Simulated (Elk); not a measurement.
## Elk run on Ca2GaCu2 (Immm, 5 atoms in the cell): self-consistent single point

Method: PBEsol, all-electron FP-LAPW, Elk's shipped species files, APW+lo basis with extra local orbitals in Elk.

The input file:

```
tasks
  0

xctype
  22

tforce
  .true.

rgkmax
  7.5

gmaxvr
  18.0

lmaxapw
  10

lmaxo
  8

nxlo
  2

lorbcnd
  .true.

lradstp
  2

nrmtscf
  2.0

rmtscf
  0.96

lmaxi
  4

swidth
  0.00367493

maxscl
  100

avec
   -4.1325702524    5.1563974105    8.6554010748
    4.1325702524   -5.1563974105    8.6554010748
    4.1325702524    5.1563974105   -8.6554010748

atoms
  3
  'Ca.in'
  2
  0.3054900000  0.8054900000  0.5000000000    0.0 0.0 0.0
  0.6945100000  0.1945100000  0.5000000000    0.0 0.0 0.0
  'Ga.in'
  1
  0.0000000000  0.0000000000  0.0000000000    0.0 0.0 0.0
  'Cu.in'
  2
  0.7464700000  0.5000000000  0.2464700000    0.0 0.0 0.0
  0.2535300000  0.5000000000  0.7535300000    0.0 0.0 0.0

ngridk
  5 5 5
```

Log, with long lists cut:

```
│ Elk code version 10.2.4 │

All units are atomic (Hartree, Bohr, etc.)

│ Ground-state run starting from atomic densities │

Lattice vectors :
  -4.132570252       5.156397411       8.655401075
   4.132570252      -5.156397411       8.655401075
   4.132570252       5.156397411      -8.655401075

Unit cell volume      :    737.7578091
Brillouin zone volume :   0.3362217388

Muffin-tin inner radius fraction :   0.1000000000E-01

Nuclei treated as point charges

Species :    1 (Ca)
 parameters loaded from : Ca.in
 name : calcium
 nuclear charge    :   -20.00000000
 electronic charge :    20.00000000
 atomic mass :    73057.72469
 muffin-tin radius :    2.304000000
 number of radial points in muffin-tin :    999
 atomic positions (lattice), magnetic fields (Cartesian) :
   1 :   0.30549000 -0.19451000  0.50000000    0.00000000  0.00000000  0.00000000
   2 :  -0.30549000  0.19451000  0.50000000    0.00000000  0.00000000  0.00000000

Species :    2 (Ga)
 parameters loaded from : Ga.in
 name : gallium
 nuclear charge    :   -31.00000000
 electronic charge :    31.00000000
 atomic mass :    127097.2538
 muffin-tin radius :    2.304000000
 number of radial points in muffin-tin :    999
 atomic positions (lattice), magnetic fields (Cartesian) :
   1 :   0.00000000  0.00000000  0.00000000    0.00000000  0.00000000  0.00000000

Species :    3 (Cu)
 parameters loaded from : Cu.in
 name : copper
 nuclear charge    :   -29.00000000
 electronic charge :    29.00000000
 atomic mass :    115837.2717
 muffin-tin radius :    2.304000000
 number of radial points in muffin-tin :    999
 atomic positions (lattice), magnetic fields (Cartesian) :
   1 :  -0.25353000  0.50000000  0.24647000    0.00000000  0.00000000  0.00000000
   2 :   0.25353000  0.50000000 -0.24647000    0.00000000  0.00000000  0.00000000

Total number of atoms per unit cell :    5

Spin treatment :
 spin-unpolarised

Number of Bravais lattice symmetries :    8
   [... lines left out ...]
Maximum |G| for potential and density :    18.00000000
 potential will be trimmed for |G| > 2 gkmax
Constant for pseudocharge density :   10
Radial integration step length :    2

G-vector grid sizes :     63    63    63
Number of G-vectors :    72659

Maximum angular momentum used for
 APW functions                      :   10
 outer part of muffin-tin           :    8
 inner part of muffin-tin           :    4

Total nuclear charge    :   -129.0000000
Total core charge       :    62.00000000
Total valence charge    :    67.00000000
Total excess charge     :    0.000000000
Total electronic charge :    129.0000000

Effective Wigner radius, rₛ :    1.109375316

Number of empty states         :   20
Total number of valence states :   54
Total number of core states    :   62

Conduction state local-orbitals added automatically
Total number of local-orbitals :  541

Exchange-correlation functional :     22     0     0
 PBEsol, Phys. Rev. Lett. 100, 136406 (2008)
 gradient requirement :    1
 generalised gradient approximation (GGA)

Smearing type :    3
 Fermi-Dirac
Smearing width :   0.3674930000E-02
Effective electronic temperature (K) :    1160.451112

Mixing type :    3
 Broyden mixing, J. Phys. A: Math. Gen. 17, L317 (1984)

Kohn-Sham potential initialised from atomic data
│ Self-consistent loop started │
│ Loop number : 1 │
 total energy                :     -6553.54380247
│ Loop number : 2 │
 total energy                :     -6561.72270268
RMS change in Kohn-Sham potential (target) :   0.5106080407     (  0.1000000000E-05)
Absolute change in total energy (target)   :    8.178900214     (  0.1000000000E-03)
│ Loop number : 3 │
 total energy                :     -6570.11605893
RMS change in Kohn-Sham potential (target) :   0.4300269997     (  0.1000000000E-05)
Absolute change in total energy (target)   :    10.43808130     (  0.1000000000E-03)
│ Loop number : 4 │
 total energy                :     -6582.77243906
RMS change in Kohn-Sham potential (target) :   0.2945542738     (  0.1000000000E-05)
Absolute change in total energy (target)   :    15.26590045     (  0.1000000000E-03)
│ Loop number : 5 │
 total energy                :     -6594.65034293
RMS change in Kohn-Sham potential (target) :   0.1566062513     (  0.1000000000E-05)
Absolute change in total energy (target)   :    15.69437899     (  0.1000000000E-03)
   [... lines left out ...]
Absolute change in total energy (target)   :   0.1584837604E-02 (  0.1000000000E-03)
│ Loop number : 14 │
 total energy                :     -6609.23180939
RMS change in Kohn-Sham potential (target) :   0.8582246161E-05 (  0.1000000000E-05)
Absolute change in total energy (target)   :   0.1664568988E-02 (  0.1000000000E-03)
│ Loop number : 15 │
 total energy                :     -6609.23247108
RMS change in Kohn-Sham potential (target) :   0.2063464699E-05 (  0.1000000000E-05)
Absolute change in total energy (target)   :   0.1077834753E-02 (  0.1000000000E-03)
│ Loop number : 16 │
 total energy                :     -6609.23247691
RMS change in Kohn-Sham potential (target) :   0.1590000395E-05 (  0.1000000000E-05)
Absolute change in total energy (target)   :   0.2752905730E-03 (  0.1000000000E-03)
│ Loop number : 17 │
 total energy                :     -6609.23234277
RMS change in Kohn-Sham potential (target) :   0.1526800437E-06 (  0.1000000000E-05)
Absolute change in total energy (target)   :   0.6531451163E-04 (  0.1000000000E-03)
Convergence targets achieved

│ Loop number : 18 │

Energies :
 Fermi                       :     0.191479075454
 sum of eigenvalues          :     -3804.18667397
 electron kinetic            :      6713.54292194
 core electron kinetic       :      6120.39039145
 Coulomb                     :     -13045.4750528
 Coulomb potential           :     -10154.4987049
 nuclear-nuclear             :     -746.021549512
 electron-nuclear            :     -14444.4083017
 Hartree                     :      2144.95479839
 Madelung                    :     -7968.22570035
 xc potential                :     -363.230891013
 exchange                    :     -270.544029291
 correlation                 :     -6.75330566643
 electron entropic           :    -0.287615169155E-02
 total energy                :     -6609.23234197

Density of states at Fermi energy :    62.26202536
 (states/Hartree/unit cell)

Estimated indirect band gap :   0.4111909802E-02
 from k-point      2 to k-point      9
Estimated direct band gap   :   0.8229263613E-02
 at k-point      9

Charges :
 core                        :    62.00000000
 valence                     :    67.00000000
 interstitial                :    7.588348955
 muffin-tins (core leakage)
  species :    1 (Ca)
   atom    1                 :    18.03759750     (  0.5080950949E-07)
   atom    2                 :    18.03759750     (  0.5080950949E-07)
  species :    2 (Ga)
   atom    1                 :    29.44606688     (  0.1247027587E-02)
  species :    3 (Cu)
   atom    1                 :    27.94519458     (  0.2710399153E-03)
   atom    2                 :    27.94519458     (  0.2710399153E-03)
 total in muffin-tins        :    121.4116510
 total calculated charge     :    128.9980999
 total charge                :    129.0000000
 error                       :   0.1900105864E-02

│ Self-consistent loop stopped │

Forces :
 species :    1 (Ca)
  atom :    1
   Hellmann-Feynman          :    -0.00000000    0.00000000    0.01044939
   IBS                       :     0.00000000    0.00000000   -0.00981782
   total force               :    -0.00000000    0.00000000    0.00063157
   total magnitude           :     0.00063157
  atom :    2
   Hellmann-Feynman          :     0.00000000    0.00000000   -0.01044939
   IBS                       :     0.00000000    0.00000000    0.00981782
   total force               :     0.00000000    0.00000000   -0.00063157
   total magnitude           :     0.00063157
 species :    2 (Ga)
  atom :    1
   Hellmann-Feynman          :     0.00000000    0.00000000    0.00000000
   IBS                       :     0.00000000    0.00000000    0.00000000
   total force               :     0.00000000    0.00000000    0.00000000
   total magnitude           :     0.00000000
 species :    3 (Cu)
  atom :    1
   Hellmann-Feynman          :    -0.00000000    0.00809720    0.00000000
   IBS                       :     0.00000000   -0.00732447   -0.00000000
   total force               :     0.00000000    0.00077273    0.00000000
   total magnitude           :     0.00077273
  atom :    2
   Hellmann-Feynman          :     0.00000000   -0.00809720    0.00000000
   IBS                       :     0.00000000    0.00732447   -0.00000000
   total force               :     0.00000000   -0.00077273    0.00000000
   total magnitude           :     0.00077273
```

The run converged in 18 iterations. The count includes the last loop, which Elk runs after its targets are met.

The starting cell comes from a database of computed structures (which also holds hypothetical and non-ambient phases and stackings), without a prior relaxation at this level. Its lattice was rescaled by a random factor within 2.5 % of one. Spin polarisation is off. Values depend on the basis (sphere radii, cutoffs, local orbitals), which need not be converged. The log's line on a gap gives a spacing of levels on this mesh, which the program prints for metals too.

Cost on one core of a shared machine: roughly 7 min.
